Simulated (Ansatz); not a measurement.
The parent structure is InSb in the zinc blende structure (space group F-43m, No. 216).

```
CELL_PARAMETERS angstrom
      0.00000     3.27796     3.27796
      3.27796     0.00000     3.27796
      3.27796     3.27796     0.00000
ATOMIC_POSITIONS crystal
  Sb 0.75000 0.75000 0.75000
  In 0.00000 0.00000 0.00000
```

All numbers come from DFT with r2SCAN, PAW potentials and a 500 eV plane-wave cutoff in Ansatz (a first-principles code), spin-orbit coupling left out.

Base values:

```
Property           Result
---------------  --------
Band gap             zero
Volume per atom  35.22 Å³
```

Perturbation: a hydrostatic pressure of 7.5 GPa.

**Question.** Estimate the effect on the band gap, hole mass and volume per atom.

**Answer.** The band gap changes from zero to 0.81 eV; the hole mass (degenerate bands, along [100]) is 0.044, 0.26, 0.26 mₑ (at Γ); the volume per atom shrinks by 4.206 Å³ to 31.02 Å³.

Spin-orbit coupling, missing from the scalar runs, can matter with Sb. Load acts through the strain it causes; cell and atoms are relaxed under it. Masses are band curvatures over ±0.01 Å⁻¹ around the edge. Stability against distortions was not tested. Tetrahedral semiconductors of this kind turn to denser phases somewhere between about 1 and 50 GPa; those were not computed, so compressed cells here can lie past the real transition. All final runs are without spin polarisation. Gaps under 0.05 eV, about the width of the smearing, are given as zero. The zero or small gap of InSb can change with the level of theory.
